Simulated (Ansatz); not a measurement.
For TePt (P6₃/mmc, No. 194, 4 atoms in the cell; start mp-571512; a measured phase of this formula has another space group), PBEsol (PAW; Ansatz, an electronic-structure program) gives:

lattice constant a: 4.228 Å
lattice parameter c: 5.530 Å

Task: What does r²SCAN+rVV10 in Ansatz (plane waves, PAW) give for the same quantities?

Result: 
- lattice constant a: 4.228 Å (stays essentially unchanged)
- lattice parameter c: 5.586 Å (grows by 1.0 %)

Changes are worked out from the printed values.

Unless a cell is named, each level is at its own relaxed cell (PBEsol 21.40, r²SCAN+rVV10 21.62 Å³/atom).

Levels without +SOC leave out spin–orbit coupling, which shifts energies and cells of such heavy elements.

Caveats: the relaxation could not lower the start's symmetry, so the cell can be a saddle point above a distorted one (PBEsol, r²SCAN+rVV10). Ansatz's density-functional and Hartree–Fock values are scalar-relativistic unless marked +SOC, with PAW data made under PBE.

A start named mp-… is a Materials Project structure, which need not be a measured phase.
